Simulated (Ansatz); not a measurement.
For Ta (Im-3m), PBEsol, DFPT electron-phonon coupling, linearised Boltzmann equation run with Ansatz (a first-principles code) gives a transport coupling λ_tr = 0.885 and a Drude plasma energy ħω_p = 9.08 eV.

Question: Estimate the resistivity at 300 K from the high-temperature formula ρ = 2π λ_tr k_B T / (ħ ε₀ ω_p²), and say how the full Boltzmann solution compares.

Answer: The scattering rate is 1/τ = 2π λ_tr k_B T/ħ = 2.18e14 s⁻¹ and ω_p = 1.38e16 s⁻¹, so ρ ≈ 13.0 μΩ·cm. The Boltzmann solution gives 12.3 μΩ·cm, 0.95 times the estimate.

A metal at this level (no band gap). Only scattering by harmonic phonons is included (no impurities, grain boundaries, electron-electron scattering or thermal expansion). Spin-orbit coupling is left out, which matters with elements this heavy. Phonons are Fourier-interpolated between the q points, which in tests on eleven metals of one or two atoms moved the resistivity by up to 6 %, λ by up to 7 % and the logarithmic mean phonon energy by up to 14 %. The run warned that the eigensolver left some states short of its tolerance. Halving the electron mesh (28x28x28) moves the resistivity by up to 3 % at 300 K, the coupling by up to 1 %. Smearing 0.20 eV; phonons on a 6x6x6 q mesh, which this run doesn't test.
